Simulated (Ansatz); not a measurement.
The starting structures come from a database of crystals and need not be the phases stable at ambient conditions.

By PBEsol, the system below comes out a metal.

The ballistic (Sharvin) conductance counts the channels at the Fermi level: G/A = (e²/h) × channels of both spins per area.

Input:

```
HgTe
1.0
    5.79816     0.00000     0.00000
    0.00000     5.98504     0.00000
    0.00000     2.99252     3.46693
Hg Te
2 2
Cartesian
  1.44954   2.99252   1.08827
  4.34862   5.98504   2.37866
  1.44954   5.98504   1.49210
  4.34862   2.99252   1.97483
```

Space group of this cell: Cmcm. The cell is taken as given; by PBEsol its mean pressure is -3.4 GPa.

The current flows along the normal of the first two printed cell vectors. No spin-orbit coupling; the value is a mean over 0.1 eV about the Fermi level.

Estimate the ballistic conductance per area that PBEsol (Ansatz, a first-principles code) returns for this system.

0.20 × 10¹⁵ S/m² for both spins.
